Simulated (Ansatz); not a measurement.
## hypothetical Fm-3m BeBr2 with two functionals, pressure −2 GPa

Consider BeBr$_{2}$ in the fluorite structure (space group Fm-3m, No. 225; a = 6.485 Å; a hypothetical phase, not in the database extracts checked).

(Cell as relaxed with PBE.)

Levels (all Ansatz, a program for electronic structure, PAW): PBE (420 eV, no SOC); PBEsol (420 eV, without spin-orbit coupling).

Each level relaxes its own structure.

```json
[
 {"base": "volume per atom", "PBE": "22.72 Å³", "PBEsol": "21.77 Å³"},
 {"base": "lattice parameter a", "PBE": "12.254 bohr", "PBEsol": "12.081 bohr"},
 {"base": "band gap", "PBE": "0.23 eV", "PBEsol": "0.30 eV"}
]
```

Modification: hydrostatic tension (pressure −2 GPa).

```json
[
 {"quantity": "valley order (the lowest conduction-band minima on the path, energy above the VBM, named in the base's zone)", "PBE": "Γ 0.14 eV; X along ⟨100⟩ 1.07 eV", "PBEsol": "?"},
 {"quantity": "shift of the gap caused by the change", "PBE": "-0.09 eV", "PBEsol": "?"}
]
```

Question: Predict the PBEsol column.

Answer: 
- valley order (the lowest conduction-band minima on the path, energy above the VBM, named in the base's zone), PBEsol: Γ 0.22 eV; X along ⟨100⟩ 0.92 eV
- shift of the gap caused by the change, PBEsol: -0.08 eV

Both order the valleys alike. Neither level is exact; PBEsol is the comparison here, not a measurement.

Load acts through the strain it causes; cell and atoms are relaxed under it. Stability against distortions was not tested. The zero or small gap of BeBr2 can change with the level of theory.
